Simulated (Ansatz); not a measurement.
An Ansatz (a quantum-chemistry and plane-wave program) run: Cu2O with a change (x(Zn) = 0.5, 12 atoms, C2/c); Kohn–Sham DFT with the PBE functional, run in Ansatz with PAW and 420 eV plane waves, no spin-orbit coupling.

Input:

Ansatz 0.2 input:
```yaml
crystal:
  lattice:
    - [3.5200016318, -4.803691328, 0]
    - [3.5200016318, 4.803691328, 0]
    - [-2.864043538, 0, 4.9524265862]
  atoms:
    - { symbol: Cu, position: [0, 0, 0.5] }
    - { symbol: Cu, position: [0, 0, 0] }
    - { symbol: Zn, position: [0.5, 0.5, 0] }
    - { symbol: Zn, position: [0.5, 0.5, 0.5] }
    - { symbol: Cu, position: [0.5, 0, 0.5] }
    - { symbol: Zn, position: [0.5, 0, 0] }
    - { symbol: Zn, position: [0, 0.5, 0.5] }
    - { symbol: Cu, position: [0, 0.5, 0] }
    - { symbol: O, position: [0.2178295733, 0.3448339394, 0.1122817696] }
    - { symbol: O, position: [0.3448339394, 0.2178295733, 0.6122817696] }
    - { symbol: O, position: [0.6551660606, 0.7821704267, 0.3877182304] }
    - { symbol: O, position: [0.7821704267, 0.6551660606, 0.8877182304] }
basis: { ecutwfc: 420, ecutrho_ratio: 4, xc_grid: 2, fft_grid_basis: typed }
kpoints: { mp_grid: { grid: [9, 9, 10] } }
hamiltonian:
  xc: pbe
  dispersion: none
  pseudopotentials: { kind: paw }
scf: { occupations: { method: fermi_dirac, width: 0.05 }, convergence: { dr2_threshold: 0.0000000012 } }
output: { forces: true, stress: true }
checkpoint: { write: state.ck, write_every: 1000 }
```

Output (explanatory and most iteration lines left out):

```
Pseudopotential: Cu, paw, valence charge 19
Pseudopotential: Zn, paw, valence charge 12
Pseudopotential: O, paw, valence charge 6
Crystal: 12 atoms, lattice volume = 167.481 Å³
Basis set: ecut = 420 eV, 3263 PW (Γ), exchange–correlation on 80×80×80 points (8 copies of the dense FFT grid, shifted against one another)
Bands: 86, of which v1, the nominal top of the filled ones, is band 74 counted from 1 (73 counted from 0)
Symmetry: 4 space group operations
Space group: C2/c (ITA 15), of the structure as read, at distance tolerance 5.5e-5 Å
k-points: 230 of 810
Functional: x = pbe(κ = 0.804, μ = 0.2195149727645171), c = pbe(β = 0.06672455060314922)
SCF iter   1: F=—  HF=-42042.045486 eV  |F-HF|=—  |Δ(HF+E_count)|=         —  Δρ=3.34e-3  dr2=1.26e-2  ethr=1.77e-3  ⟨swp⟩=6.0  Hψ=70787  notcnv=0  defer=11
SCF iter   2: F=—  HF=-42042.045101 eV  |F-HF|=—  |Δ(HF+E_count)|=   3.85e-4  Δρ=1.56e-3  dr2=3.18e-3  ethr=8.53e-6  ⟨swp⟩=2.2  Hψ=36356  notcnv=0  defer=110
SCF 1 converged in 13 iterations: F = -42042.044640 eV  dr2 = 4.25e-10
SCF converged after 13 iterations
Free energy (F): -42042.044640 eV
Internal energy: -42042.036410 eV  (E = F + TS)
E sigma→0 (E₀):  -42042.040525 eV
Entropy (-TS):   -0.008229 eV (-0.686 meV/atom)
Fermi energy:    9.367731 eV
--- Forces (eV/Å), atoms counted from 1 ---
  atom   1  Cu     0.00000000     0.00000000     0.00000000
  atom   2  Cu     0.00000000     0.00000000     0.00000000
  atom   3  Zn    -0.00000000     0.00000000     0.00000000
  atom   4  Zn    -0.00000000     0.00000000     0.00000000
  atom   5  Cu     0.00000000     0.00000000     0.00000000
  atom   6  Zn     0.00000000    -0.00000000     0.00000000
  atom   7  Zn     0.00000000     0.00000000     0.00000000
  atom   8  Cu     0.00000000     0.00000000     0.00000000
  atom   9  O     -0.00100336     0.00081833    -0.00181891
  atom  10  O     -0.00100336    -0.00081833    -0.00181891
  atom  11  O      0.00100336     0.00081833     0.00181891
  atom  12  O      0.00100336    -0.00081833     0.00181891
--- Stress (GPa, compression-positive) ---
       -0.010074       0.000000       0.008351
        0.000000      -0.005279      -0.000000
        0.008351      -0.000000       0.007579
  P = ⅓ Tr σ = -0.0026 GPa (-0.026 kbar)
```

Each cell is one ordered arrangement of few atoms, which overstates ordering effects compared with a random alloy. Stability against distortions was not tested. No Hubbard U is applied and the magnetic state is the run's own (ZnCuO not spin-polarised); other magnetic orders, which need larger cells, were not tried and can change the gap. The final runs are not spin-polarised. The cell was made from Cu2O by this change: x(Zn) = 0.5, 12 atoms, C2/c.
